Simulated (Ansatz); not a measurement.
We look at the energy of the reaction as written. Reaction: cell B → cell A. Negative: the products are lower in energy.

Cell A: a sheet of composition P2, 2 atoms, hexagonal cell of 3.28 Å (9.3 Å²), symmetry P-3m1, 1.2 Å thick under 16 Å of vacuum, in-plane vectors relaxed; planes from bottom to top: P × 2; a model cell; spin state with PBE: run without spin, k-point mesh 12×12×1.
```xyz
2
Lattice="3.2795 0.0000 0.0000 -1.6398 2.8402 0.0000 0.0000 0.0000 17.2400" Properties=species:S:1:pos:R:3 pbc="T T T"
P      0.0000     1.8934     9.2411
P      1.6398     0.9467     7.9989
```

Cell B: a sheet of composition P2, 2 atoms, hexagonal cell of 3.88 Å (13.0 Å²), symmetry P6/mmm, 0.0 Å thick under 16 Å of vacuum, in-plane vectors relaxed; planes from bottom to top: P2, all atoms in one plane; a model cell; spin state with PBE: run without spin, k-point mesh 12×12×1.
```xyz
2
Lattice="3.8816 0.0000 0.0000 -1.9408 3.3616 0.0000 0.0000 0.0000 16.0000" Properties=species:S:1:pos:R:3 pbc="T T T"
P      0.0000     2.2411     8.0000
P      1.9408     1.1205     8.0000
```

All numbers come from Ansatz (an electronic-structure program), plane waves with PAW, its PAW set soft_1, cutoff 420 eV, 500 eV for r2SCAN. The structures are at rest with PBE; other levels are single points on them. Neutral cells; Fermi-Dirac smearing of at most 0.05 eV in the solids, energies taken to zero width. The lattices are those relaxed with PBE, so at other levels the solids can be strained, which adds to the spread. A dispersion term (D3(BJ), or D4 for r2SCAN) was computed beside these levels and is taken off wherever the name lacks it. No zero-point or thermal terms. The cells' k-point meshes differ in density, so the last digit is unsettled. Cell A has symmetry P-3m1 and got no random move, so less symmetric positions, which may lie lower, weren't tried. Cell B has symmetry P6/mmm and got no random move, so less symmetric positions, which may lie lower, weren't tried.

### Question
What value does PBE give?

### Answer
-1.42 eV, for cell B → cell A.

### Question
What do the other levels give, and how wide is the spread?

### Answer
| Method | value (eV) | less PBE |
|---|---|---|
| r2SCAN | -1.61 | -0.19 |

The levels span 0.19 eV, from r2SCAN (-1.61) to PBE (-1.42).
